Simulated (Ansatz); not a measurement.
Consider a 16-atom cell of (Hf,Nb)N started in the rock salt structure, site fractions Hf 0.250, Nb 0.750, short-range order -0.11 in the first shell of the mixed sites (0 is random, a negative value favours unlike neighbours), space group Cmmm at the end, an ordered arrangement that its symmetry holds. Its start:

```xyz
16
Lattice="0.0001 4.4624 4.4623 4.4624 0.0001 4.4623 4.4625 4.4625 0.0000" Properties=species:S:1:pos:R:3 pbc="T T T"
Nb     0.0000     0.0000     0.0000
Nb     2.2313     2.2313     0.0000
Nb     2.2312     0.0001     2.2312
Hf     4.4625     2.2313     2.2312
Nb     0.0001     2.2312     2.2312
Hf     2.2313     4.4625     2.2312
Nb     2.2313     2.2313     4.4623
Nb     4.4625     4.4625     4.4623
N      2.2538     2.2539     2.2312
N      4.4399     4.4399     2.2312
N      4.4625     2.2313     4.4403
N      6.6937     4.4626     4.4844
N      2.2313     4.4625     4.4403
N      4.4626     6.6938     4.4844
N      4.4851     4.4851     6.6935
N      6.6712     6.6712     6.6935
```

The mixing enthalpy is taken against the end members in the rock salt type (which need not be the stable form of NbN), relaxed in the same cell and mesh, with NbN held in the symmetric form, which may not be a minimum.

Calculation: PBE (plane waves to 420 eV, PAW; Ansatz, a quantum-chemistry and plane-wave program). Scalar-relativistic, without spin–orbit coupling; the runs are not spin-polarised. Its k-point mesh 5×5×5, Fermi–Dirac width 0.05 eV.

| end member | weight | volume per atom (Å³) |
|---|---|---|
| HfN | 0.250 | 11.76 |
| NbN | 0.750 | 10.81 |

### Question
Predict the alloy's volume, bond lengths and mixing enthalpy.

### Answer
The volume per atom is 11.04 Å³ and the N–Nb bonds is 2.229 Å on average, from 2.226 to 2.235 (36). The Hf–N bonds is 2.219 Å on average, from 2.217 to 2.224 (12) and the mixing enthalpy per site of the mixed sublattice is -31 meV. The departure of the mean lattice parameter from Vegard's line comes out as under 0.15 %, inside the noise of the relaxations.
